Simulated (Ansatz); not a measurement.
We consider HfO2 (P4₂/mnm, No. 136, 6 atoms in the cell; start mp-776532; a measured phase of this formula has another space group), described by LDA in Ansatz (plane waves, PAW).

Run with plane-wave cutoff 520 eV, 8×8×12 k mesh (along the axes of the cell as run), scalar-relativistic PAW data made under PBE.

Computed at the level's own relaxed cell.

Hill averages of the elastic tensor: K = 236.4 GPa, G = 106.5 GPa. Volume 12.179 Å³/atom, mean atomic mass 70.163 u.

Q: Work out the density, the sound velocities of a polycrystal and the elastic Debye temperature at this level.

A: ρ = 1.66054 × 70.163/12.179 = 9.566 g/cm³. v_l = √[(K + 4G/3)/ρ] = 6.289 km/s and v_t = √(G/ρ) = 3.337 km/s. The mean follows from 3/v_m³ = 1/v_l³ + 2/v_t³: v_m = 3.729 km/s. Θ_D = (ħ/k_B) v_m (6π²/V)^(1/3) = 76.38 K Å s/km × 3.729 × 1.6941 Å⁻¹ = 483 K, counting all atoms of the cell.

Note: the relaxation could not lower the start's symmetry, so the cell can be a saddle point above a distorted one.

A start named mp-… is a Materials Project structure, which need not be a measured phase.

Ansatz is a program for electronic structure.
